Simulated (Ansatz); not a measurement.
GaP (F-43m) under hydrostatic pressure: band gap by r2SCAN with spin-orbit coupling, rigid bands (plane waves, PAW; Ansatz, a program for electronic structure). The unloaded cell, whose axes the loads refer to:

```
CELL_PARAMETERS angstrom
      0.00000     2.72572     2.72572
      2.72572     0.00000     2.72572
      2.72572     2.72572     0.00000
ATOMIC_POSITIONS crystal
  Ga 0.00000 0.00000 0.00000
  P  0.25000 0.25000 0.25000
```

| hydrostatic pressure (GPa) | volume per atom (Å³) | band gap (eV) |
|---|---|---|
| -2 | 20.74 | 1.86 |
| 0 | 20.25 | ? |
| 2 | 19.82 | 1.78 |
| 5 | 19.24 | 1.73 |
| 10 | 18.45 | 1.64 |

**Question.** Fit a straight line to band gap against the load over the rows given, and predict the row at 0 GPa.

**Answer.** The means are x̄ = 3.750 GPa and ȳ = 1.7525; Σ(x − x̄)(y − ȳ) = -1.398 and Σ(x − x̄)² = 76.75, so the slope is -18.2 meV per GPa, and the rows given lie within 4.4 meV of the line. At 0 GPa the line gives 1.82 eV; the calculation gives 1.82 eV, 0.043 % from it.

**Question.** With all rows, what volume deformation potential dE_g/d ln V follows?

**Answer.** A line through E_g against ln V has the slope 1.9 eV, so the gap narrows under compression.

 Stresses and pressures are the targets of the relaxation. Gaps are resolved to about 0.01 eV. The structure type is held at every load. Geometry: cell and atoms relaxed with r2SCAN.
